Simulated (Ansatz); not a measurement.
Consider interstitial C in bcc Mo, neutral cell. All values below come from PBE, PAW (plane waves to 420 eV; Ansatz, a program for electronic structure).

Cell of 36 host sites held at the relaxed PBE lattice; a 2×2×3 k-point mesh shifted by half a step; Fermi-Dirac width 0.10 eV, spin-restricted; finite-size errors left in. No zero-point or tunnelling terms. Sites that were not tried may lie lower.

Barriers: single points on a 3×3×5 k-point mesh shifted by half a step at the bands' geometries (they differ from the bands' own by up to 0.10 eV, and are uncertain by about as much).

The step: several atoms move together, C the farthest. Atoms about the jump, Cartesian Å from the middle of the jump, before and after:

```tsv
atom	x0	y0	z0	x1	y1	z1
C1	0.00	0.00	0.79	0.00	0.00	-0.79
Mo2	0.00	-1.54	-0.77	0.00	-1.95	-0.79
Mo3	-1.95	0.00	0.79	-1.54	0.00	0.77
Mo4	1.95	0.00	0.79	1.54	0.00	0.77
Mo5	0.00	1.54	-0.77	0.00	1.95	-0.79
Mo6	-1.63	0.00	-2.37	-1.54	0.00	-2.35
Mo7	0.00	1.54	2.35	0.00	1.63	2.37
Mo8	1.63	0.00	-2.37	1.54	0.00	-2.35
Mo9	0.00	-1.54	2.35	0.00	-1.63	2.37
Mo10	-3.19	1.63	-0.83	-3.17	1.60	-0.79
Mo11	-3.19	-1.63	-0.83	-3.17	-1.60	-0.79
Mo12	-1.60	-3.17	0.79	-1.63	-3.19	0.83
Mo13	-1.60	3.17	0.79	-1.63	3.19	0.82
Mo14	3.19	-1.63	-0.82	3.17	-1.60	-0.79
Mo15	1.60	3.17	0.79	1.63	3.19	0.83
Mo16	1.60	-3.17	0.79	1.63	-3.19	0.83
Mo17	3.19	1.63	-0.83	3.17	1.60	-0.79
```

Give the saddle-point geometry and the barrier.


| atom | x | y | z |
|---|---|---|---|
| C1 | 0.00 | 0.00 | -0.01 |
| Mo2 | 0.00 | -1.81 | -0.84 |
| Mo3 | -1.80 | 0.00 | 0.82 |
| Mo4 | 1.80 | 0.00 | 0.82 |
| Mo5 | 0.00 | 1.80 | -0.84 |
| Mo6 | -1.59 | 0.00 | -2.38 |
| Mo7 | 0.00 | 1.59 | 2.35 |
| Mo8 | 1.59 | 0.00 | -2.38 |
| Mo9 | 0.00 | -1.60 | 2.35 |
| Mo10 | -3.17 | 1.60 | -0.81 |
| Mo11 | -3.17 | -1.61 | -0.81 |
| Mo12 | -1.61 | -3.18 | 0.78 |
| Mo13 | -1.61 | 3.17 | 0.78 |
| Mo14 | 3.18 | -1.61 | -0.81 |
| Mo15 | 1.61 | 3.17 | 0.78 |
| Mo16 | 1.61 | -3.18 | 0.78 |
| Mo17 | 3.18 | 1.60 | -0.81 |
It lies 1.26 eV above the start and 1.26 eV above the end. The saddle point's order was not checked, and it lies on a symmetry element of the cell, where a band can be held.
